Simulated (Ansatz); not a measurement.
# What uniaxial strain ε_xx = +5.96 % does to Ir

Base system: Ir in the fcc (Cu type) structure (space group Fm-3m, No. 225; a = 3.831 Å; relaxed with 0.1 eV smearing). Axes: x, y, z lie along the cube axes.

Modification: the cell is stretched by 5.96 % along x with no lateral relaxation, atoms relaxed at fixed cell.

All numbers come from Ansatz (a first-principles code) PBEsol, no spin-orbit coupling, earlier PAW set. Γ-centred 29×29×29 mesh, Fermi–Dirac width 0.1 eV.

Volume per atom: 14.89 Å³ (base 14.06 Å³)
Shortest interatomic distance: 2.709 Å (base 2.709 Å)
Energy relative to the base (free energy F): +88 meV/atom
Pressure (mean of the normal stresses, compression positive): -18.5 GPa (base 0.0 GPa)
Band gap: zero (base zero)
Stress (xx, yy, zz, yz, xz, xy; compression positive): (-31.3, -12.1, -12.1, 0.0, 0.0, 0.0) GPa

Final structure:

```yaml
crystal:
  lattice:
    - [0.00000, 1.91545, 1.91545]
    - [2.02961, 0.00000, 1.91545]
    - [2.02961, 1.91545, 0.00000]
  atoms:
    - { symbol: Ir, position: [0.00000, 0.00000, 0.00000] }
```

Whether these cells are dynamically stable was not tested. The final runs are not spin-polarised.
